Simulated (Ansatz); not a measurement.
LaN (model structure, started from the zincblende type, F-43m, No. 216, 2 atoms in the cell), treated with r²SCAN0 (PAW; Ansatz, a first-principles code).

Output (set-up and result lines):

```
WARN output.stress: scf.exx.energy_threshold = 1e-6 eV is looser than the 2e-8 eV advised for a stress under a hybrid functional (1e-8 eV for each atom of the …
Crystal: 2 atoms, lattice volume = 42.657 Å³
Basis set: ecut = 520 eV, 1139 PW (Γ), exchange–correlation on 90×90×90 points (27 copies of the dense FFT grid, shifted against one another)
Bands: 12, of which v1, the nominal top of the filled ones, is band 8 counted from 1 (7 counted from 0)
Symmetry: 24 space group operations
Space group: F-43m (ITA 216), of the structure as read, at distance tolerance 3.5e-5 Å
k-points: 29 of 512 (time reversal used)
Functional: x = r2scan, c = r2scan; τ floored in thin density (d = 2e-4 eV/Å³), warm-up for x = 0.75 r2scan + 0.25 exact, c = r2scan; τ floored in thin density (d = 2e-4 eV/Å³)
SCF iter   1: F=—  HF=-6652.305836 eV  |F-HF|=—  |Δ(HF+E_count)|=         —  Δρ=1.33e-2  dr2=1.13e-1  dr2_τ=9.67e-2
SCF iter   2: F=—  HF=-6652.371259 eV  |F-HF|=—  |Δ(HF+E_count)|=   6.54e-2  Δρ=1.38e-2  dr2=7.89e-2  dr2_τ=1.33e-2
  ...
Crystal: 2 atoms, lattice volume = 42.657 Å³
Initial density: handed on by an earlier stage of this run
Functional: x = 0.75 r2scan + 0.25 exact, c = r2scan; τ floored in thin density (d = 2e-4 eV/Å³)
Crystal: 2 atoms, lattice volume = 42.657 Å³
SCF iter   5: F=—  HF=-6651.921314 eV  |F-HF|=—  |Δ(HF+E_count)|=  6.28e-11  Δρ=1.24e-6  dr2=8.23e-10  dr2_τ=6.14e-11
SCF iter   6: F=-6651.921314 eV  HF=-6651.921314 eV  |F-HF|=4.55e-12  |Δ(HF+E_count)|=  2.25e-10  Δρ=1.61e-7  dr2=5.53e-11  dr2_τ=4.75e-13
SCF 3 converged in 6 iterations: F = -6651.921314 eV  dr2 = 5.53e-11
Free energy (F): -6651.921314 eV
Internal energy: -6651.921314 eV  (E = F + TS)
E sigma→0 (E₀):  -6651.921314 eV
Fermi energy:    10.208260 eV
--- Forces (eV/Å), atoms counted from 1 ---
  atom   1  N      0.00000000    -0.00000000     0.00000000
  atom   2  La    -0.00000000    -0.00000000     0.00000000
--- Stress (GPa, compression-positive) ---
        2.633974      -0.000000       0.000000
        0.000000       2.633974       0.000000
       -0.000000       0.000000       2.633974
  P = ⅓ Tr σ = 2.6340 GPa (26.340 kbar)
```

Problem. Write an input file that could have produced this run (the log leaves some choices open).

Solution. This is not unique; one that fits is 
Ansatz 0.2 input:
```yaml
crystal:
  lattice:
    - [0.0, 2.7732264709, 2.7732264709]
    - [2.7732264709, 0.0, 2.7732264709]
    - [2.7732264709, 2.7732264709, 0.0]
  atoms:
    - { symbol: N, position: [0.75, 0.75, 0.75] }
    - { symbol: La, position: [0.0, 0.0, 0.0] }
basis:
  ecutwfc: 520
  ecutrho_ratio: 4
  xc_grid: 3
kpoints:
  mp_grid: { grid: [8, 8, 8] }
hamiltonian:
  xc: r2scan0
  dispersion: none
  pseudopotentials: { kind: paw }
scf:
  occupations: { method: fermi_dirac, width: 0.01 }
  convergence: { dr2_threshold: 0.0000000002 }
output:
  forces: true
  stress: true
  eigenvalues: true
```

The PAW data were made under PBE.

Note: the relaxation could raise the start's symmetry but not lower it, so the cell can be a saddle point. Note: cell and atoms aren't relaxed at this level (pressure 2.6 GPa).

It cost about 3 core-minutes (a rough figure) of CPU time.

A model structure was made by putting elements into a prototype or built by hand; it is no filed structure, need not be a known phase, and can be a saddle point held by its symmetry.
